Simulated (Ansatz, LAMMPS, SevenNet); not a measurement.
# Ladder of methods for the elastic constant C13 of L1₀ (CuAu-type) TiAl

Reference value: 75 GPa (measured, 0 K, extrapolated to 0 K, Ti-56 at.% Al crystal; axes of the face-centred tetragonal cell; as tabulated in Qi et al. (2023), arXiv:2305.11825).

```csv
level (code),value (GPa),cell (Å³/atom)
Lennard-Jones jacobson2022 (LAMMPS),246,17.17
SevenNet-0,101,16.22
LDA (Ansatz),98.8,15.30
PBE (Ansatz),83.5,16.23
PBEsol (Ansatz),(withheld),15.78
r²SCAN (Ansatz),87.3,16.06
HSE06 (Ansatz),(withheld),16.03
```

Some entries are withheld; supply them.


- PBEsol (Ansatz, a quantum-chemistry and plane-wave program), value (GPa): 90.4
- HSE06 (Ansatz), value (GPa): 79.0

Differences against the reference: Lennard-Jones jacobson2022 +228 %, SevenNet-0 +35 %, LDA +32 %, PBE +11.3 %, PBEsol +21 %, r²SCAN +16.4 %, HSE06 +5.3 %.

Leaving aside Lennard-Jones jacobson2022 (doubt noted below): Of the ranked levels HSE06 (+5.3 %) comes nearest. Farthest off among them: SevenNet-0 (+35 %). All 6 levels lie above the reference.

The reference isn't brought to a static lattice, while the calculations are for one, so the differences are not the levels' errors alone. The crystal itself was run without spin with r²SCAN, HSE06; a magnetic state was not tried in these runs. Lennard-Jones jacobson2022: the pair parameters belong to the elements and are mixed by rule. Lennard-Jones jacobson2022: pair potentials favour close packing, so symmetry can be all that holds this lattice. HSE06: hybrids on metals are sensitive to the k mesh. Each level is taken at its own relaxed cell. Cutoffs and k meshes differ between the levels. Ansatz's density-functional and Hartree–Fock values are scalar-relativistic unless marked +SOC, with PAW data made under PBE.

Empirical potentials (Lennard-Jones jacobson2022) are fitted to chosen data: where that held the value shown, agreement is built in, and what lay outside the fit can be far off. Machine-learned potentials (SevenNet-0) are trained on DFT data: a solid inside that data is no test of them.

Differences are worked out from the printed values.
